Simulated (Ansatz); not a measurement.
The reference is HgI2 (space group P6_3/mmc, No. 194; a = 4.1662 Å, c = 14.1827 Å; a hypothetical phase, not in the database extracts checked).

(Cell as relaxed with PBE-D3(BJ).)

Levels (all Ansatz, a program for electronic structure, PAW, earlier PAW set): PBE-D3(BJ) (420 eV, no spin-orbit coupling); r2SCAN+rVV10 (500 eV, spin-orbit coupling left out).

Each level relaxes its own structure.

```json
[
 {"base": "volume per atom", "PBE-D3(BJ)": "35.53 Å³", "r2SCAN+rVV10": "35.86 Å³"},
 {"base": "lattice parameter a", "PBE-D3(BJ)": "416.6 pm", "r2SCAN+rVV10": "415.5 pm"},
 {"base": "band gap", "PBE-D3(BJ)": "0.34 eV", "r2SCAN+rVV10": "0.66 eV"}
]
```

The change: holes 5.0×10^21 cm⁻³, on a uniform background at fixed cell.

```tsv
quantity	PBE-D3(BJ)	r2SCAN+rVV10
gap between the host's bands	0.57 eV	0.88 eV
Fermi level relative to the doped band's edge (positive inside the band; to 0.05 eV)	+0.20 eV	+0.15 eV
shift of the gap caused by the change	+0.23 eV	+0.23 eV
gap character	indirect, K–Γ (38 % along) → M	indirect, K–Γ (38 % along) → M
largest internal atomic displacement	0.016 Å	0.017 Å
```

PBE-D3(BJ)'s gap between the host's bands lies 0.317 eV below r2SCAN+rVV10's; the two agree on the shift of the gap caused by the change and gap character. Neither level is exact; r2SCAN+rVV10 is the comparison here, not a measurement.

Carriers are added with a uniform compensating background; total energy and stress of such cells depend on the potential's zero and are not compared; many-body gap narrowing is missing at this level. With Hg and I present, leaving out spin-orbit coupling can change the band edges. No phonon test of stability was made.
